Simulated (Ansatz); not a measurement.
Consider the following.

End structure of the (111) surface of fcc Pd in its 1x1 cell:

```xyz
4
Lattice="2.7886 0.0000 0.0000 -1.3943 2.4150 0.0000 0.0000 0.0000 26.0000" Properties=species:S:1:pos:R:3 pbc="T T T"
Pd     0.0000     1.6100     9.5922
Pd     1.3943     0.8050    11.8697
Pd     0.0000     0.0000    14.1303
Pd     0.0000     1.6100    16.4078
```

Model: 4-atom slab, 6.8 Å thick at the start (thin: gaps and levels are the slab's own), 12x12x1 mesh, Fermi-Dirac 0.1 eV, dipole correction, all atoms relaxed; symmetry of the start imposed; no spin, no spin-orbit, no U.

Q: What is the computed work function of the top face (PBE (Ansatz, a program for electronic structure))?

A: 5.24 eV
